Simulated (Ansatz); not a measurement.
**What each level gives and costs: SnGeSe2 (Pmc2_1, 8 atoms in the cell)**

Cell: a = 3.9628 Å, b = 4.6808 Å, c = 11.3799 Å, α = 90.00°, β = 90.00°, γ = 90.00°.

Program: Ansatz (an electronic-structure program), default PAW files; each row names its functional.

Base settings: basis.ecutwfc = 30.9 Ry; kpoints.mp_grid.grid = 3 3 1; hamiltonian.xc = hse06; hamiltonian.pseudopotentials = {kind: paw}, with the files named one by one; scf.occupations.method = fixed.

Differences are taken from HSE06, a reference of convenience: it is no measurement, and no ranking of the functionals follows. Where a row names another cutoff or potentials, its difference holds that change too.

Core times come from one kind of shared machine and are given to one figure; runs under 30 s give none.

The starting cell comes from a database of computed structures (which also holds hypothetical and non-ambient phases and stackings), without a prior relaxation at this level. Its lattice was rescaled by a random factor within 2.5 % of one. Ansatz's pressure includes its estimate of the finite-basis (Pulay) stress.

```csv
level,gap on the mesh less reference (eV),pressure less reference (GPa),largest difference in the force on any atom (eV/Å),core time / reference (rough)
"PBEsol (hamiltonian.pseudopotentials: {kind: paw}, with the files named one by one → {kind: paw} (the program's default PAW files))",-0.581,-1.13,0.138,–
PBE0,0.644,-0.05,0.021,1
HSE06,0.000,0.00,0.000,1
```

Keys are those of Ansatz 0.2.
